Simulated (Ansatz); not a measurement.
**CdTe: response to strain**

The reference is CdTe in the zinc blende structure (space group F-43m, No. 216; a = 6.489 Å). Axes: x, y, z lie along the cube axes.

Strains are applied to the cell and any free atomic positions relax; under biaxial strain the out-of-plane vector relaxes too.

Calculations: DFT with PBEsol, PAW potentials and a 420 eV plane-wave cutoff in Ansatz (a first-principles code), no spin-orbit coupling.

Notes on the quantities. pressure: mean of the normal stresses, compression positive; energy relative to the base: free energy F.

```json
[
 {"change": "base", "out-of-plane strain": "–", "electron mass": "0.055 mₑ (at Γ)", "pressure": "0.1 kbar", "energy relative to the base": "0 meV/atom", "band gap": "0.65 eV"},
 {"change": "biaxial strain −3.00 %, plane normal [001], relaxed out of plane", "out-of-plane strain": "+4.00 %", "electron mass": "0.065 mₑ out of plane, 0.053 mₑ in plane (at Γ)", "pressure": "8.7 kbar", "energy relative to the base": "+8.3 meV/atom", "band gap": "0.61 eV"},
 {"change": "biaxial strain −2.50 %, plane normal [001], relaxed out of plane", "out-of-plane strain": "+3.34 %", "electron mass": "0.063 mₑ out of plane, 0.054 mₑ in plane (at Γ)", "pressure": "7.2 kbar", "energy relative to the base": "+5.7 meV/atom", "band gap": "0.62 eV"},
 {"change": "biaxial strain −1.50 %, plane normal [001], relaxed out of plane", "out-of-plane strain": "+2.02 %", "electron mass": "0.060 mₑ out of plane, 0.054 mₑ in plane (at Γ)", "pressure": "4.2 kbar", "energy relative to the base": "+2.0 meV/atom", "band gap": "0.63 eV"},
 {"change": "biaxial strain −1.00 %, plane normal [001], relaxed out of plane", "out-of-plane strain": "+1.36 %", "electron mass": "0.058 mₑ out of plane, 0.055 mₑ in plane (at Γ)", "pressure": "2.8 kbar", "energy relative to the base": "+0.9 meV/atom", "band gap": "0.64 eV"},
 {"change": "biaxial strain −0.50 %, plane normal [001], relaxed out of plane", "out-of-plane strain": "+0.69 %", "electron mass": "0.055 mₑ (at Γ)", "pressure": "1.4 kbar", "energy relative to the base": "+0.2 meV/atom", "band gap": "0.64 eV"},
 {"change": "biaxial strain +0.50 %, plane normal [001], relaxed out of plane", "out-of-plane strain": "-0.66 %", "electron mass": "0.054 mₑ (at Γ)", "pressure": "-1.3 kbar", "energy relative to the base": "+0.2 meV/atom", "band gap": "0.61 eV"},
 {"change": "biaxial strain +1.50 %, plane normal [001], relaxed out of plane", "out-of-plane strain": "-2.04 %", "electron mass": "0.049 mₑ out of plane, 0.055 mₑ in plane (at Γ)", "pressure": "-3.8 kbar", "energy relative to the base": "+1.8 meV/atom", "band gap": "0.55 eV"},
 {"change": "biaxial strain +2.50 %, plane normal [001], relaxed out of plane", "out-of-plane strain": "-3.45 %", "electron mass": "0.045 mₑ out of plane, 0.054 mₑ in plane (at Γ)", "pressure": "-6.2 kbar", "energy relative to the base": "+5.0 meV/atom", "band gap": "0.48 eV"},
 {"change": "biaxial strain +3.00 %, plane normal [001], relaxed out of plane", "out-of-plane strain": "-4.17 %", "electron mass": "0.043 mₑ out of plane, 0.054 mₑ in plane (at Γ)", "pressure": "-7.3 kbar", "energy relative to the base": "+7.2 meV/atom", "band gap": "0.45 eV"}
]
```

With Te present, leaving out spin-orbit coupling can change the band edges. Masses are band curvatures over ±0.01 Å⁻¹ around the edge. Whether these cells are dynamically stable was not tested.
